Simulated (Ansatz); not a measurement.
```xyz
5
Lattice="5.7857 0.0000 0.0000 2.8929 5.0106 0.0000 2.8929 -1.6702 2.2699" Properties=species:S:1:pos:R:3 pbc="T T T"
K      0.0000     0.0000     0.0000
Mg     2.8929     1.6702     1.1350
F      2.8929     0.0000     0.0000
F      1.4464     2.5053     0.0000
F      4.3393     2.5053     0.0000
```

No spin polarisation.

All numbers come from PBEsol/PAW in Ansatz (a quantum-chemistry and plane-wave program), no SOC. k-mesh 8×8×8 (Γ-centred); smearing 0.05 eV (Fermi–Dirac).

Q: Predict the band gap, smallest direct gap and gap character.

A: The band gap is 6.84 eV, the smallest direct gap is 7.09 eV and the gap character is indirect, T → Γ.

The cells carry an imposed strain or load. Whether these cells are dynamically stable was not tested. The cell was made from KMgF3 in the cubic perovskite structure (space group Pm-3m, No. 221) by this change: biaxial strain +2.50 %, plane normal [111], relaxed out of plane.
